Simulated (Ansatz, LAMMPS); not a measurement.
**Si well of 13 atomic layers along [001] in random Si0.5Ge0.5, interfaces sharp**

Cell 16.85 × 16.85 × 55.24 Å, Si489Ge231, 720 atoms. Prepared with Tersoff's 1989 multicomponent potential (SiCGe.tersoff) (LAMMPS): minimisation. 

That structure was relaxed on with PBE, support functions at accuracy medium on the grid of 370 eV run with Ansatz (an electronic-structure program). Basis: localised support functions (accuracy medium) on a full density matrix. k-points: zone centre alone; occupations: Fermi-Dirac, 0.010 eV; spin polarisation not allowed. No spin-orbit coupling.

Q: What does DFT change in the classical structure?

A: The energy falls by 0.4 meV an atom over 3 steps; atoms move by 0.013 Å root mean square, 0.03 Å at most.
```
quantity                   classical minimum  after DFT steps
-------------------------  -----------------  ---------------
4-fold atoms (%)                       100.0            100.0
spread of bond angles (°)                1.2              1.4
```
